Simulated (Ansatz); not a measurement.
The starting structures come from a database of crystals and need not be the phases stable at ambient conditions.

Tunnelling through a barrier is set by its complex band structure: the current falls as exp(−2κd) with the smallest κ.

Here is the system:

```yaml
crystal:
  lattice:
    - [5.73615, 0.00000, 0.00000]
    - [0.00000, 10.17736, 0.00000]
    - [0.00000, -3.48295, 4.82870]
  atoms:
    - { symbol: La, position: [0.98406, 0.25000, 0.19613] }
    - { symbol: La, position: [0.01594, 0.75000, 0.80387] }
    - { symbol: La, position: [0.48406, 0.75000, 0.30387] }
    - { symbol: La, position: [0.51594, 0.25000, 0.69613] }
    - { symbol: In, position: [0.50000, 0.00000, 0.00000] }
    - { symbol: In, position: [0.00000, 0.00000, 0.50000] }
    - { symbol: In, position: [0.00000, 0.50000, 0.00000] }
    - { symbol: In, position: [0.50000, 0.50000, 0.50000] }
    - { symbol: O, position: [0.38531, 0.25000, 0.29590] }
    - { symbol: O, position: [0.61469, 0.75000, 0.70410] }
    - { symbol: O, position: [0.88531, 0.75000, 0.20410] }
    - { symbol: O, position: [0.11469, 0.25000, 0.79590] }
    - { symbol: O, position: [0.80397, 0.06071, 0.25917] }
    - { symbol: O, position: [0.19603, 0.93929, 0.74083] }
    - { symbol: O, position: [0.30397, 0.93929, 0.24083] }
    - { symbol: O, position: [0.69603, 0.06071, 0.75917] }
    - { symbol: O, position: [0.69603, 0.43929, 0.13775] }
    - { symbol: O, position: [0.30397, 0.56071, 0.86225] }
    - { symbol: O, position: [0.19603, 0.56071, 0.36225] }
    - { symbol: O, position: [0.80397, 0.43929, 0.63775] }
```

Space group of this cell: Pnma. The cell is taken as given.

Transport runs along the normal of the first two printed cell vectors.

The gap is the functional's own, uncorrected, and κ follows it; spin-orbit coupling is left out. Mid-gap values are interpolated between the computed energies.

Q: Compute, with Ansatz (a quantum-chemistry and plane-wave program) with r2SCAN, the band gap and the smallest decay constant κ at mid-gap.

A: Gap 3.48 eV on a 6×6×6 mesh; κ = 0.329 1/Å, at the zone centre.
